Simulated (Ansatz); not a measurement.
Take CaO in the zinc blende structure (space group F-43m, No. 216; a = 5.244 Å; a hypothetical phase, not in the database extracts checked) as the base.

Level of theory: PBE (Ansatz, a program for electronic structure), without spin-orbit coupling.

For the base:

- Smallest direct gap: 3.86 eV
- Band gap: 3.27 eV
- Gap character: indirect, W → Γ

Now apply this change: every lattice vector is stretched by 3.51 %; the atoms relax in the strained cell.

Question: Predict the new smallest direct gap.

Answer: The smallest direct gap drops by 0.51 eV (3.86 eV → 3.35 eV).

Question: What happens to the band gap?

Answer: The band gap decreases by 0.35 eV to 2.92 eV.

Question: What happens to the gap character?

Answer: The gap character changes from indirect, W → Γ to indirect, X → Γ.

Whether these cells are dynamically stable was not tested.
